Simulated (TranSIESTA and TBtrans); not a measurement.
Junction: terphenyl-4,4''-diyl held by thiolate S between two Au chains. Leads: straight Au chain, spacing 2.55 Å. Geometry: 34 atoms about the centre moved by SIESTA (PBE, SZP) to a largest force of 0.03 eV/Å, all others as built. Transport runs along z; the first 6 and the last 6 of the 50 atoms are the lead cells, repeated to infinity.

```xyz
50
Lattice="12.875 0.000 0.000 0.000 12.875 0.000 0.000 0.000 59.212" Properties=species:S:1:pos:R:3 pbc="F F T"
Au     6.437     6.437     0.000
Au     6.437     6.437     2.550
Au     6.437     6.437     5.100
Au     6.437     6.437     7.650
Au     6.437     6.437    10.200
Au     6.437     6.437    12.750
Au     6.437     6.437    15.300
Au     6.437     6.437    17.850
Au     6.430     6.441    20.373
S      8.027     4.968    21.005
C      7.651     5.315    22.749
C      8.370     6.348    23.476
C      8.082     6.614    24.849
C      7.061     5.861    25.531
C      6.348     4.822    24.831
C      6.648     4.543    23.464
C      6.742     6.154    26.960
C      7.800     6.504    27.874
C      7.497     6.787    29.239
C      6.133     6.720    29.700
C      5.074     6.370    28.786
C      5.378     6.087    27.420
C      5.814     7.015    31.128
C      6.527     8.054    31.828
C      6.227     8.332    33.195
C      5.225     7.559    33.911
S      4.849     7.905    35.654
C      4.504     6.527    33.183
C      4.792     6.261    31.811
H      9.164     6.964    22.898
H      8.610     7.465    25.429
H      5.570     4.204    25.424
H      6.107     3.692    22.892
H      8.889     6.485    27.482
H      8.326     7.008    30.015
H      3.986     6.391    29.179
H      4.550     5.864    26.643
H      7.304     8.673    31.233
H      6.767     9.182    33.769
H      3.709     5.913    33.762
H      4.264     5.410    31.231
Au     6.446     6.432    36.288
Au     6.437     6.437    38.812
Au     6.437     6.437    41.362
Au     6.437     6.437    43.912
Au     6.437     6.437    46.462
Au     6.437     6.437    49.012
Au     6.437     6.437    51.562
Au     6.437     6.437    54.112
Au     6.437     6.437    56.662
```

Run with TranSIESTA and TBtrans (open boundaries, self-consistent; PseudoDojo norm-conserving potentials, scalar-relativistic): PAO.BasisSize DZP, PAO.EnergyShift 0.15 eV, XC.Authors PBE, Mesh.Cutoff 150 Ry, ElectronicTemperature 300 K, TS.Voltage 0.0 eV, TBT.Elecs.Eta 0.001 eV, no spin polarisation.

Energies count from the leads' Fermi level. Transmissions are for one spin of a degenerate pair. The energy step is 0.02 eV; narrower resonances are cut or missed.

| E (eV) | T |
|---|---|
| -0.20 | 0.0403 |
| -0.16 | 0.0440 |
| -0.12 | 0.0664 |
| -0.08 | 0.0504 |
| -0.04 | 0.0418 |
| 0.00 | 0.0382 |
| 0.04 | 0.0399 |
| 0.08 | 0.0393 |
| 0.12 | 0.0387 |
| 0.16 | 0.0383 |
| 0.20 | 0.0381 |

Task: Give the zero-bias conductance in μS and the resistance at 300 K.

Result: At the Fermi level T = 0.0382. Averaged with −∂f/∂E over the full grid (kT = 25.9 meV) it is 0.0407. With G0 = 2e²/h = 77.48 μS, G = 3.15 μS and R = 1/G = 317 kΩ.

Task: The eigenchannels at the Fermi level transmit 0.0382. What Fano factor of the shot noise follows at low temperature and bias?

Result: F = Σ τ(1 − τ)/Σ τ = 0.0367/0.0382 = 0.96.

The leads' channel count changes near -0.01 eV, within the thermal window, so values at the Fermi level hang on where that band edge falls. The leads are straight chains one atom wide, held at their spacing: model electrodes, not surfaces. Semilocal functionals put molecular levels too close to the Fermi level and tend to overestimate such conductances.
